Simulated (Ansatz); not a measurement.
The parent structure is GaP in the zinc blende structure (space group F-43m, No. 216; a = 5.451 Å). Axes: x, y, z lie along the cube axes.

The values are results of DFT with r2SCAN, PAW potentials and a 500 eV plane-wave cutoff in Ansatz (a quantum-chemistry and plane-wave program), no spin-orbit coupling, not measurements.

Base values:

- Band gap = 1.85 eV
- Pressure = 0.00 GPa

Perturbation: biaxial strain −1.50 %, plane normal [001], relaxed out of plane (Cartesian); in-plane vectors clamped, the third vector and the atoms free.

**Question.** Predict the new energy relative to the base, band gap, out-of-plane strain and pressure.

**Answer.** The energy rises by 4.5 meV/atom; the band gap falls by 0.17 eV, from 1.85 eV to 1.68 eV; the out-of-plane strain amounts to +1.27 %; the pressure (mean of the normal stresses, compression positive) goes from zero to 1.60 GPa.

Whether these cells are dynamically stable was not tested.
